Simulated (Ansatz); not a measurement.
The parent structure is V in the bcc (W type) structure (space group Im-3m, No. 229).

```
V
1.0
   -1.49237     1.49237     1.49237
    1.49237    -1.49237     1.49237
    1.49237     1.49237    -1.49237
V
1
Direct
  0.00000   0.00000   0.00000
```

Computed with plane-wave PAW DFT at the r2SCAN level (Ansatz, a quantum-chemistry and plane-wave program, 500 eV), no SOC, earlier PAW set.

Base values:

The lattice parameter a comes out as 2.985 Å.

One thing is altered: Ta takes the place of V on all its sites, then cell and atoms are relaxed.

### Question
Predict the new lattice parameter a.

### Answer
The lattice parameter a goes up by 0.320 Å, from 2.985 Å to 3.305 Å.

Whether these cells are dynamically stable was not tested. Seeded moments were not kept for the base. All final runs are without spin polarisation.
